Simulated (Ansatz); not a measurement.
The reference is TiC in the rock salt structure (space group Fm-3m, No. 225; a = 4.3278 Å). Axes: x, y, z lie along the cube axes.

Method: Ansatz (a quantum-chemistry and plane-wave program), r2SCAN, PAW, cutoff 500 eV, without spin-orbit coupling.

Base values:

```
Item                             Value
-----------------------------  -------
Pressure                       0.0 GPa
Shortest interatomic distance  2.164 Å
```

It is then changed as follows: a pure shear with ε_xz = ε_zx = -0.0191; the atoms relax in the strained cell.

Problem. What happens to the energy relative to the base?

Solution. The energy goes up by 8.6 meV/atom.

Problem. Estimate the effect on the pressure.

Solution. The pressure (mean of the normal stresses, compression positive) is nearly the same (0.0 GPa against 0.1 GPa).

Problem. What happens to the shortest interatomic distance?

Solution. The shortest interatomic distance is still 2.164 Å.

Without a gap, meshes like the base's 18×18×18 leave anisotropic stresses uncertain by several tenths of a GPa, and small strain energies with them. Stability against distortions was not tested. The final runs are not spin-polarised.
